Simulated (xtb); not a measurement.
xtb 6.7.1, GFN2-xTB: Ga(OiPr)3 (CC(C)[O][Ga]([O]C(C)C)[O]C(C)C), 34 atoms. The geometry is a generated start, not checked to be a minimum at this level.

```json
{
  "method": "GFN2-xTB",
  "--acc": "1 (default)",
  "--etemp (K)": "300 (default)",
  "detailed input (--input)": "none: ANC optimiser, Lindh (1995) Hessian, microcycle=20, maxdispl=1.0, hlow=0.01 (default)",
  "basis_functions": "79",
  "valence_electrons": "78"
}
```

The structure is relaxed from this start with --opt LEVEL for the levels crude, sloppy, loose, lax, normal, tight, vtight, extreme, once each. Up to the end of the extreme run atoms move by at most 1.3 Å along an axis.

Problem. Choose the cheapest level whose final energy lies within 1 meV of that of extreme.

Solution. tight: 111 cycles against 126, ending 0.12 meV above.

```tsv
level	cycles	energy above the extreme run (meV)	gradient norm (eV/Å)
crude	1	32	0.12
sloppy	1	32	0.12
loose	1	32	0.12
lax	1	32	0.12
normal	38	15	0.043
tight	111	0.12	0.0080
vtight	122	under 0.01	0.0038
extreme	126	—	0.0017
```
